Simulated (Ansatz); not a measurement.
Converging the plane-wave cutoff: LuAg4 (I4, 5 atoms in the cell)

```
LuAg4
1.0
   -3.31879     3.31879     2.07391
    3.31879    -3.31879     2.07391
    3.31879     3.31879    -2.07391
Lu Ag
1 4
Cartesian
  0.00000   0.00000   0.05000
  2.01012   0.65174   2.07391
  1.30866   2.66704   0.00000
 -0.65174   2.01012   2.07391
  3.97053   1.30866   0.00000
```

Level of theory: PBEsol, default PAW files made with PBE (plane waves; Ansatz, a program for electronic structure).

Base settings: basis.ecutwfc = 420 eV; kpoints.mp_grid.grid = 5 5 5; hamiltonian.xc = pbesol; hamiltonian.pseudopotentials = {kind: paw} (the program's default PAW files); scf.occupations.method = gaussian; scf.occupations.width = 0.1 eV.

The second cell is the first with its lattice scaled by 0.98.

The mesh stays at the base's, so the ladder's end is converged at best in this setting alone.

The first pressure column holds Ansatz's estimate of the finite-basis (Pulay) stress, which hides part of the cutoff error; the other is without it.

Only quantities that move along the ladder and can be compared are tabulated.

The count of work is k-points × plane waves × bands × iterations; it is no time. 

The starting cell comes from a database of computed structures (which also holds hypothetical and non-ambient phases and stackings), without a prior relaxation at this level. Its lattice was rescaled by up to half a per cent. One atom was moved a little off its site on purpose.

| basis.ecutwfc | free energy less the last step's (meV/atom) | energy of the compressed cell less the first (meV/atom) | pressure (GPa) | pressure without the Pulay estimate (GPa) | largest difference of a force vector from the last step's (eV/Å) | count of work / last |
|---|---|---|---|---|---|---|
| 145 eV | 67956.44 | 69.14 | -60.28 | -1984.78 | 2.323 | 0.068 |
| 170 eV | 29540.59 | -477.26 | -23.98 | -1026.84 | 0.980 | 0.078 |
| 190 eV | 14671.84 | -43.11 | 6.61 | -587.88 | 0.673 | 0.094 |
| 210 eV | 6857.01 | 48.38 | 10.78 | -321.96 | 0.118 | 0.12 |
| 230 eV | 2996.03 | 89.49 | 5.81 | -166.94 | 0.226 | 0.12 |
| 250 eV | 1244.05 | 20.92 | 1.30 | -82.30 | 0.057 | 0.14 |
| 295 eV | 134.38 | 10.74 | -1.65 | -13.98 | 0.017 | 0.15 |
| 335 eV | 14.16 | 11.75 | -1.54 | -3.13 | 0.002 | 0.22 |
| 380 eV | 2.26 | 12.43 | -1.47 | -1.55 | 0.000 | 0.26 |
| 420 eV | 1.45 | 12.40 | -1.48 | -1.53 | 0.000 | 0.30 |
| 460 eV | 0.72 | 12.38 | -1.48 | -1.52 | 0.000 | 0.35 |
| 505 eV | 0.34 | 12.37 | -1.48 | -1.49 | 0.000 | 0.40 |
| 565 eV | 0.25 | 12.37 | -1.48 | -1.48 | 0.000 | 0.47 |
| 630 eV | 0.15 | 12.36 | -1.48 | -1.49 | 0.000 | 0.56 |
| 735 eV | 0.08 | 12.36 | -1.48 | -1.48 | 0.000 | 0.62 |
| 840 eV | 0.04 | 12.36 | -1.48 | -1.48 | 0.000 | 0.76 |
| 1010 eV | 0.00 | 12.36 | -1.48 | -1.48 | 0.000 | 1.0 |

Coarsest basis.ecutwfc that holds the pressure within 0.2 GPa of the last step, with all finer ones: 295 eV, at 0.15 of the last step's count of work; the step before is off by 2.8 GPa.

Coarsest basis.ecutwfc that holds the free energy within 5 meV/atom of the last step, with all finer ones: 380 eV, at 0.26 of the last step's count of work; the step before is off by 14 meV/atom.

Coarsest basis.ecutwfc that holds the energy of the compressed cell less the first within 0.2 meV/atom of the last step, with all finer ones: 380 eV, at 0.26 of the last step's count of work; the step before is off by 0.60 meV/atom.

The energy difference between the two cells stays within 1 meV/atom of the last step's from 335 eV on, the total only from 460 eV on: much of the error is common to both cells and cancels.

At the lowest cutoff the pressure without the Pulay estimate lies 1980 GPa under the last step's, the usual sign of Pulay stress in an incomplete plane-wave basis.

Keys are those of Ansatz 0.2.
